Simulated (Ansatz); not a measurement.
The starting structures come from a database of crystals and need not be the phases stable at ambient conditions.

 Where the default PAW files enter, the runs use the earlier of Ansatz's two default sets.

Data:

```
Be3N2
1.0
    2.84168     0.00000     0.00000
    0.00000     9.74684     0.00000
    1.42084     0.00000     2.46097
Be N
6 4
Direct
  0.33333   0.92151   0.33333
  0.66667   0.07849   0.66667
  0.66667   0.42151   0.66667
  0.33333   0.57849   0.33333
  0.00000   0.75000   0.00000
  0.00000   0.25000   0.00000
  0.00000   0.00000   0.00000
  0.00000   0.50000   0.00000
  0.33333   0.75000   0.33333
  0.66667   0.25000   0.66667
```

Space group of this cell: P6_3/mmc. The cell is taken as given; by r2SCAN its mean pressure is -1.4 GPa.

Transport runs along the normal of the first two printed cell vectors, the (100) plane of the conventional cell.

The gap is the functional's own, uncorrected, and κ follows it; spin-orbit coupling is left out. Mid-gap values are interpolated between the computed energies.

### Question
Estimate the band gap and the smallest decay constant κ at mid-gap that r2SCAN (Ansatz, an electronic-structure program) returns for this system.

### Answer
Gap 4.00 eV on a 12×4×12 mesh; κ = 0.347 1/Å, at the zone centre.
